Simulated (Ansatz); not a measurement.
System: MgAlNO (model structure, started from the AlSiCN type, P3m1, No. 156, 4 atoms in the cell). Method: r²SCAN (Ansatz, a quantum-chemistry and plane-wave program, plane waves, PAW).

Run with plane-wave cutoff 560 eV, 12×12×6 k mesh (along the axes of the cell as run), Fermi–Dirac smearing 0.01 eV, scalar-relativistic PAW data made under PBE.

Cell (relaxed at this level):

```yaml
crystal:
  lattice:
    - [3.17167, 0.00000, 0.00000]
    - [-1.58584, 2.74675, 0.00000]
    - [0.00000, 0.00000, 5.07622]
  atoms:
    - { symbol: Al, position: [0.33333, 0.66667, 0.50241] }
    - { symbol: Mg, position: [0.66667, 0.33333, 0.00666] }
    - { symbol: O, position: [0.33333, 0.66667, 0.14156] }
    - { symbol: N, position: [0.66667, 0.33333, 0.59936] }
```

Question: Estimate the band gap and bulk modulus that the calculation returns.

Answer: 
band gap: 4.03 eV (on the SCF k mesh)
bulk modulus: 163 GPa

Note: the bulk modulus is −V dP/dV from two relaxed cells at ±2 % in volume; the relaxation could raise the start's symmetry but not lower it, so the cell can be a saddle point.

The computed numbers hold no vibrational or temperature effects.

A model structure was made by putting elements into a prototype or built by hand; it is no filed structure, need not be a known phase, and can be a saddle point held by its symmetry.
